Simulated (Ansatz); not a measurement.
**Pt, pressure series**

Start from Pt in the fcc (Cu type) structure (space group Fm-3m, No. 225; a = 3.970 Å).

Cell and atoms are relaxed at each pressure.

Level of theory: Ansatz (a program for electronic structure) PBE, spin-orbit coupling left out.

```csv
P (GPa),V (Å³/atom)
-2.02,15.777
-1.02,15.711
3.01,15.463
7.02,15.239
15.01,14.846
30.00,14.245
50.00,13.619
75.00,13.011
100.00,12.525
```

Task: Fit a third-order Birch–Murnaghan equation of state.

Result: Least squares on P(V) = (3B₀/2)[(V₀/V)^(7/3) − (V₀/V)^(5/3)]·[1 + (3/4)(B₀′ − 4)((V₀/V)^(2/3) − 1)] gives V₀ = 15.64 Å³/atom, B₀ = 250 GPa and B₀′ = 5.3.

Measured bulk modulus of Pt: 289 GPa (static lattice; corrected from measurement; as listed in H. Levämäki et al., Physical Review B (2014)); the computed value is 13 % below it.

Load acts through the strain it causes; cell and atoms are relaxed under it. Stability against distortions was not tested. Competing high-pressure phases were not computed. The final runs are not spin-polarised.
